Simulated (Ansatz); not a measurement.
Consider Mg2Ge in the anti-fluorite structure (space group Fm-3m, No. 225).

Mg2Ge has the cubic space group Fm-3m (No. 225), the anti-fluorite structure, Pearson symbol cF12. Cell: a = b = c = 6.364 Å, α = β = γ = 90.00°. Mg on 8c has 4 Ge at 2.756 Å (tetrahedral). Ge on 4a has 8 Mg at 2.756 Å (cubic). (Neighbours: up to the widest gap in distance over summed covalent radii, below 1.35, at either atom; cation-cation and far metal-metal contacts left out.)
(The calculation used a cell of 3 atoms; values per cell refer to that cell.)

All numbers come from plane-wave PAW DFT at the PBEsol level (Ansatz, an electronic-structure program, 420 eV), no spin-orbit coupling.

Base values:

| Item | Result |
|---|---|
| Band gap | 0.08 eV |
| Shortest interatomic distance | 5.208 bohr |
| Density | 3.12 g/cm³ |

Modification: a hydrostatic pressure of 15 GPa.

**Question.** How does this affect the band gap, shortest interatomic distance and density?

**Answer.** The band gap becomes zero (base: 0.08 eV); the shortest interatomic distance falls by 0.324 bohr, from 5.208 bohr to 4.884 bohr; the density grows by 0.664 g/cm³ (3.12 g/cm³ → 3.79 g/cm³).

Load acts through the strain it causes; cell and atoms are relaxed under it. No phonon test of stability was made. No other phases were tried under pressure. The final runs are not spin-polarised. The zero or small gap of Mg2Ge can change with the level of theory.
